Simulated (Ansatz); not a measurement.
SiC under load (space group I-4m2), Ansatz (a first-principles code) with r2SCAN with spin-orbit coupling, rigid bands. Condition of this run: biaxial stress in (001) of -20 GPa (compression positive) (the target of the relaxation). Band gap 0.84 eV, N_c = 5.07e18 cm⁻³ and N_v = 9.10e18 cm⁻³ at 300 K, conductivity masses along x (a = (0.00, 2.30, 2.09) Å; b = (2.30, 0.00, 2.09) Å; c = (2.30, 2.30, 0.00) Å) of 0.267 mₑ (electrons) and 0.613 mₑ (holes). Take k_BT = 0.02585 eV.

**Question.** What thermal injection velocity √(2k_BT/πm) limits a ballistic channel along the direction named?

**Answer.** 1.04e7 cm/s for electrons and 6.87e6 cm/s for holes, a ratio of √(m_h/m_e) = 1.52, for dilute carriers.

**Question.** Find the intrinsic carrier density and the intrinsic Fermi level.

**Answer.** n_i = √(N_c N_v) exp(−E_g/2k_BT) = 6.79e18 × exp(−16.25) = 6.0e11 cm⁻³. The level lies (k_BT/2) ln(N_v/N_c) = 8 meV from mid-gap (positive towards the conduction band). Each 0.1 eV added to the gap lowers n_i by a factor of 6.9.

**Question.** What built-in voltage has an abrupt junction with N_A = 1e17 and N_D = 1e17 cm⁻³, all dopants ionised?

**Answer.** V_bi = E_g/e − (k_BT/e) ln(N_c N_v/(N_A N_D)) = 0.84 − 0.02585 × 8.44 = 0.62 V, for the computed gap.

Rigid bands with the computed gap; masses take one relaxation time for all states. Geometry: cell and atoms relaxed with PBEsol.
